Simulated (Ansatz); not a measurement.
Start from ZrN in the rock salt structure (space group Fm-3m, No. 225; a = 4.595 Å).

Structures relaxed with DFT with PBE, PAW potentials and a 420 eV plane-wave cutoff in Ansatz (a quantum-chemistry and plane-wave program), scalar-relativistic without spin-orbit coupling, earlier PAW set.

Base:

Simulated powder pattern, Cu Kα1, λ = 1.54056 Å (kinematic, ideal powder, no thermal factors, no anomalous dispersion; the 14 strongest lines at most, above 2 %, up to 2θ = 90°):

```csv
2θ (°),I/Imax (%),hkl
33.76,100,(111)
39.18,89,(200)
56.60,57,(220)
67.55,43,(311)
71.00,19,(222)
84.21,9.0,(400)
```

Perturbation: full substitution N → F, then cell and atoms are relaxed.

Problem. How do the reflections move or split?

Solution. 
Simulated powder pattern, Cu Kα1, λ = 1.54056 Å (kinematic, ideal powder, no thermal factors, no anomalous dispersion; the 14 strongest lines at most, above 2 %, up to 2θ = 90°):

```
2θ (°)  d (Å)  I/Imax (%)    hkl
------  -----  ----------  -----
31.44   2.843          82  (111)
36.46   2.462         100  (200)
52.51   1.741          66  (220)
62.50   1.485          37  (311)
65.61   1.422          22  (222)
77.46   1.231         9.9  (400)
85.96   1.130          17  (331)
88.77   1.101          29  (420)
```

The indices refer to each structure's own conventional cell; one index is shown for lines that coincide.

Stability against distortions was not tested. As relaxed here, ZrF is a hypothetical phase, not in the database extracts checked. All final runs are without spin polarisation. An odd electron count without spin: ZrF and ZrN. ZrF has a high density of states at the Fermi level and may be magnetic at this level.
